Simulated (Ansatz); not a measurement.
ZnSe₂ (Pa-3, No. 205, 12 atoms in the cell; start mp-1102515), treated with HSE06+SOC in Ansatz (plane waves, PAW).

Settings: plane-wave cutoff 460 eV, 4×4×4 k mesh, Fermi–Dirac smearing 0.01 eV, PAW data made under PBE.

Cell (relaxed with PBEsol):

ZnSe2 has the cubic space group Pa-3 (No. 205), Pearson symbol cP12. Conventional cell: a = b = c = 6.2388 Å, α = β = γ = 90.00°. Zn on 4a has 6 Se at 2.620 Å (octahedral). Se on 8c sees 1 Se at 2.377 Å and 3 Zn at 2.620 Å (tetrahedral). (Neighbours: up to the widest gap in distance over summed covalent radii, below 1.35, at either atom; cation-cation and far metal-metal contacts left out.)

What does this level give for the band gap and smallest direct gap on the k points sampled?


* **band gap**: 1.65 eV (indirect)
* **smallest direct gap on the k points sampled**: 1.77 eV

Note: cell and atoms aren't relaxed at this level (largest force component 0.22 eV/Å, pressure 2.1 GPa).

The computed numbers hold no vibrational or temperature effects.

Cost on a shared machine: about 2.6 core-hours (a rough figure).

A start named mp-… is a Materials Project structure, which need not be a measured phase.

Ansatz is a first-principles code.
